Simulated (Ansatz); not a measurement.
A computed series for BaF2: pressure series

Consider BaF₂ in the fluorite structure (space group Fm-3m, No. 225; a = 6.246 Å).

Cell and atoms are relaxed at each pressure.

Calculations: DFT with PBE, PAW potentials and a 420 eV plane-wave cutoff in Ansatz (a first-principles code), without spin-orbit coupling.

Notes on the quantities. enthalpy: H = E + PV relative to the base's energy.

```tsv
change	electron mass	enthalpy	shortest interatomic distance	width of the top valence band
base	0.49 mₑ (at Γ)	–	2.705 Å	0.20 eV
pressure −2 GPa	0.50 mₑ (at Γ)	-0.26 eV/atom	2.742 Å	0.18 eV
pressure −1 GPa	0.49 mₑ (at Γ)	-0.13 eV/atom	2.722 Å	0.18 eV
pressure 3 GPa	0.49 mₑ (at Γ)	+0.37 eV/atom	2.661 Å	0.25 eV
pressure 7 GPa	0.48 mₑ (at Γ)	+0.84 eV/atom	2.615 Å	0.33 eV
pressure 15 GPa	0.48 mₑ (at Γ)	+1.72 eV/atom	2.547 Å	0.42 eV
pressure 30 GPa	…	+3.22 eV/atom	…	…
pressure 50 GPa	0.85 mₑ along k, 2.7 mₑ across (at X)	+5.04 eV/atom	2.384 Å	0.73 eV
pressure 75 GPa	–	+7.11 eV/atom	2.316 Å	1.15 eV
pressure 100 GPa	–	+9.04 eV/atom	2.265 Å	1.53 eV
```

Problem. What belongs in the blanks?

Solution. 
- pressure 30 GPa, electron mass: 0.90 mₑ along k, 2.3 mₑ across (at X)
- pressure 30 GPa, shortest interatomic distance: 2.461 Å
- pressure 30 GPa, width of the top valence band: 0.46 eV

The levels and masses belong to the bands next to the band gap. Load acts through the strain it causes; cell and atoms are relaxed under it. Effective masses come from finite differences of ±0.01 Å⁻¹. Along k means along the line from Γ to the band edge. Stability against distortions was not tested. No other phases were tried under pressure.
